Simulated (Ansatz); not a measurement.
The starting structures come from a database of crystals and need not be the phases stable at ambient conditions.

Consider the following.

```yaml
crystal:
  lattice:
    - [3.14528, 0.00000, 0.00000]
    - [0.00000, 5.09689, 0.00000]
    - [1.57264, 0.00000, 2.72389]
  atoms:
    - { symbol: Al, position: [0.00000, 0.00074, 0.00000] }
    - { symbol: Ga, position: [0.66667, 0.50283, 0.66667] }
    - { symbol: N, position: [0.66667, 0.88820, 0.66667] }
    - { symbol: N, position: [0.00000, 0.37184, 0.00000] }
```

Space group of this cell: P3m1. The cell is taken as given.

These are r2SCAN (plane waves, PAW; Ansatz, a first-principles code) values and carry that method's errors.

The current runs along the normal of the first two printed vectors; no spin-orbit coupling. Scaled by the factor s: all lengths (ions clamped). Meshes 12×6×12 and 10×6 across the current in all rows.

```tsv
s	mean pressure (GPa)	slowest mid-gap decay constant κ (1/Å)
0.98	13.5	0.246
1.00	-0.4	0.222
1.02	-11.1	?
```

Question: Take the slope of the slowest mid-gap decay constant κ against ln s from the two given rows, extrapolate to s = 1.02, and say what the run there gives.

Answer: Slope = (0.246 − 0.222) / ln 0.98 = -1.19 1/Å. The line gives 0.222 + (-1.19) × ln 1.02 = 0.198 1/Å. The run gives 0.198 1/Å, as the line does.
